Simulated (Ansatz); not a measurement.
Reference: Ni₃Sn₂S₂ (R-3m), PBEsol, DFPT electron-phonon coupling, linearised Boltzmann equation (plane waves, PAW, scalar-relativistic; Ansatz, an electronic-structure program); geometry: relaxed with this functional, without spin-orbit coupling.

```cif
data_Ni9S6Sn6
_chemical_formula_sum 'Ni9 Sn6 S6'
_space_group_name_H-M_alt 'R-3m :H'
_space_group_IT_number 166
_space_group_name_Hall '-R 3 2"'
_cell_length_a 5.42493
_cell_length_b 5.42493
_cell_length_c 13.02257
_cell_angle_alpha 90.000
_cell_angle_beta 90.000
_cell_angle_gamma 120.000
loop_
_atom_site_label
_atom_site_type_symbol
_atom_site_symmetry_multiplicity
_atom_site_Wyckoff_symbol
_atom_site_fract_x
_atom_site_fract_y
_atom_site_fract_z
_atom_site_occupancy
Ni1 Ni 9 e 0.00000 0.50000 0.00000 1
Sn1 Sn 3 a 0.00000 0.00000 0.00000 1
Sn2 Sn 3 b 0.00000 0.00000 0.50000 1
S1 S 6 c 0.00000 0.00000 0.21883 1
```
(The calculation used a cell of 7 atoms; values per cell refer to that cell.)

- resistivity at 300 K: 49 μΩ·cm
- electron-phonon coupling λ: 0.39
- logarithmic mean phonon energy: 14.4 meV

Q: Replace Ni by Rh on the same sites and relax. What happens?

A: Rh3Sn2S2 (R-3m): volume per atom 15.8 to 17.3 Å³; resistivity at 300 K rises (49 μΩ·cm to 147 μΩ·cm); electron-phonon coupling λ rises (0.39 to 0.87); logarithmic mean phonon energy stays about the same (14.4 meV to 15.2 meV).

Moves up to 13 % count as about the same. Metals; harmonic phonons alone scatter; means over directions. Halving the electron mesh moves these values by up to 9 %; q meshes are mostly untested. Some of the runs warned that the eigensolver left states short of its tolerance. Spin-orbit coupling is left out.

Formula and space group known from diffraction (Crystallography Open Database), not checked to be the room-temperature form: Ni3Sn2S2 (R-3m). Computed structure with no diffraction record at hand here (it may be known, metastable or hypothetical): Rh3Sn2S2 (R-3m). Treated as nonmagnetic (a ferromagnetic start lost its moment, other orders weren't tried): Ni3Sn2S2 (R-3m). Rh3Sn2S2 (R-3m): near resistivity saturation, where the Boltzmann equation overshoots.
